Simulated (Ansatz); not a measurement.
Migration barriers: interstitial H in hexagonal WC, neutral cell

Defect: interstitial H in hexagonal WC, neutral cell. Calculation: PBE, PAW (plane waves to 420 eV; Ansatz, a quantum-chemistry and plane-wave program).

54-site cell at the relaxed PBE lattice, a 3×3×3 k-point mesh shifted by half a step along c, smearing 0.10 eV, spin-restricted, no finite-size correction. Static, classical nuclei. Spin-orbit coupling is left out. Sites that were not tried may lie lower.

Barriers: single points on a 4×4×4 k-point mesh shifted by half a step along c at the bands' geometries.

| Route | Start site over the lowest site run (eV) | Hop (Å) | Forward barrier (eV) | Backward barrier (eV) | Neighbours at the start | Neighbours at the saddle | Saddle order | Forward, on the band's own sampling (eV) |
|---|---|---|---|---|---|---|---|---|
| one H atom jumps by itself | 0.00 | 2.85 | 0.57 | 0.57 | 3 C at 2.21, 3 C at 2.24; 3 W at 1.74 Å | C at 1.21, 2 C at 2.00; 2 W at 2.10, 2 W at 2.11 Å | not checked, on a symmetry element | 0.58 |

Paths come from climbing-image nudged elastic band runs.  A band can be held on a symmetry element, so unchecked saddle points there may be too high.

The whole set of runs took about 4 core-hours (a rough figure).
